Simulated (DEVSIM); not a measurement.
Structure: Si n+/n-/n+ resistor, at 300 K.

```
layer (left to right)  material  thickness (μm)  Nd (cm⁻³)  τn (s)  τp (s)
---------------------  --------  --------------  ---------  ------  ------
1                            Si           0.800     2.8e18  3.6e-7  3.6e-7
2                            Si           0.140     4.4e15  3.6e-7  3.6e-7
3                            Si           0.390     7.6e18  3.6e-7  3.6e-7
```

Left contact: ohmic. Right contact: ohmic. Voltage is applied to the left contact. Recombination: SRH at mid-gap, Auger. Mobility is constant in doping.

Constants are typed, rounded textbook-type inputs, not results; the design itself was drawn at random and stands for no fabricated device. Values at 300 K.

```tsv
parameter	Si
gap (eV)	1.124
affinity (eV)	4.05
permittivity	11.7
Nc (cm⁻³)	2.86e19
Nv (cm⁻³)	3.1e19
μn (cm²/Vs)	1417
μp (cm²/Vs)	470
Cn (cm⁶/s)	2.8e-31
Cp (cm⁶/s)	9.9e-32
```

DEVSIM, 1D drift-diffusion, Boltzmann statistics, complete ionisation; no tunnelling, impact ionisation, image-force lowering or self-heating.

**Question.** Give the dark forward current.

**Answer.** 
| V (V) | J (A/cm²) |
|---|---|
| 0.05 | 24000 |
| 0.10 | 50000 |
| 0.15 | 77000 |
| 0.20 | 110000 |
| 0.30 | 170000 |
| 0.35 | 210000 |
| 0.40 | 250000 |
| 0.45 | 290000 |
| 0.50 | 330000 |
| 0.55 | 370000 |
| 0.65 | 470000 |
| 0.70 | 520000 |
| 0.75 | 570000 |
| 0.80 | 620000 |
| 0.85 | 680000 |
| 0.90 | 740000 |
| 1.00 | 860000 |
| 1.05 | 920000 |
| 1.10 | 980000 |
| 1.15 | 1000000 |
